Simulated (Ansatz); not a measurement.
Base system: TiB$_{2}$ (space group P6/mmm, No. 191; a = 3.017 Å, c = 3.185 Å).

Modification: the cell is scaled by 0.9896 in all directions, atoms relaxed at fixed cell.

Levels (all Ansatz, a program for electronic structure, PAW, earlier PAW set): PBEsol (420 eV, scalar-relativistic without spin-orbit coupling); r2SCAN (500 eV, scalar-relativistic without spin-orbit coupling).

The geometry is relaxed with PBEsol.

| Item | Result |
|---|---|
| PBEsol pressure | 8.9 GPa |

With r2SCAN at the same geometry, the pressure grows by 4.7 GPa, from 8.9 GPa to 13.6 GPa.

Single points use the geometry relaxed with PBEsol. Their cutoffs differ, which shifts pressures a little. A case with no gap was solved on a k-mesh chosen for an insulator, which is coarse for it. The cells carry an imposed strain or load. No phonon test of stability was made. All final runs are without spin polarisation.
